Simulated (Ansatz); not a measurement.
Consider HfO₂ in the fluorite structure (space group Fm-3m, No. 225).

```
HfO2
1.0
    0.00000     2.52190     2.52190
    2.52190     0.00000     2.52190
    2.52190     2.52190     0.00000
Hf O
1 2
Direct
  0.00000   0.00000   0.00000
  0.25000   0.25000   0.25000
  0.75000   0.75000   0.75000
```

Levels (all Ansatz, an electronic-structure program, PAW): PBEsol (420 eV, spin-orbit coupling left out); HSE06 (420 eV, no spin-orbit coupling).

The geometry is relaxed with PBEsol.

| Property | Value |
|---|---|
| PBEsol lowest conduction level above the VBM at special points | X 3.69 eV; Γ 3.81 eV; K 4.25 eV |

Q: What does HSE06 give at this geometry for the lowest conduction level above the VBM at special points?

A: The lowest conduction level above the VBM at special points becomes X 5.43 eV; Γ 5.59 eV; K 6.01 eV (PBEsol: X 3.69 eV; Γ 3.81 eV; K 4.25 eV).

Single points use the geometry relaxed with PBEsol. The hybrid gap comes from the SCF mesh plus the semilocal run's edge points and a few special points and is an upper bound. The levels and masses belong to the bands next to the band gap. Stability against distortions was not tested. This is not the structure that HfO2 has at room temperature and ambient pressure.
